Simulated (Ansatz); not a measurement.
Start from SrHfN2 (space group R-3m, No. 166; a = 3.3198 Å, c = 17.5833 Å (hexagonal axes); a cell from a computed database, its experimental status unchecked).

Levels (all Ansatz, an electronic-structure program, PAW): PBEsol (420 eV, without spin-orbit coupling); r2SCAN (500 eV, no SOC); HSE06 (420 eV, spin-orbit coupling left out).

At the geometry relaxed with PBEsol, these levels gave the following band gaps, in shuffled order: (a) 0.60 eV, (b) 1.15 eV, (c) 0.17 eV.

**Question.** Match each gap to its level.

**Answer.** (a) r2SCAN; (b) HSE06; (c) PBEsol.

Single points use the geometry relaxed with PBEsol. HSE06 gaps are upper bounds (no full band path). Spin-orbit coupling, missing from the scalar runs, can matter with Hf. Whether these cells are dynamically stable was not tested. The zero or small gap of SrHfN2 can change with the level of theory.
